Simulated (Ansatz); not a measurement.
The reference is TiO2 in the rutile structure (space group P4_2/mnm, No. 136; a = 4.597 Å, c = 2.954 Å).

Levels (all Ansatz, a first-principles code, PAW): r2SCAN (500 eV, without spin-orbit coupling); HSE06 (420 eV, scalar-relativistic without spin-orbit coupling).

Its gap is 2.22 eV with r2SCAN and 3.38 eV with HSE06.

One thing is altered: an isotropic linear strain of −2.43 %; the atoms relax in the strained cell.

With r2SCAN the gap becomes 2.33 eV.

### Question
If the HSE06 correction stayed the same, what would the HSE06 gap be, and what does the HSE06 run give?

### Answer
A rigid correction of +1.16 eV gives 3.49 eV. The HSE06 run gives 3.51 eV, so the two effects roughly add.

Single points use the geometry relaxed with r2SCAN. Stability against distortions was not tested. The final runs are not spin-polarised.
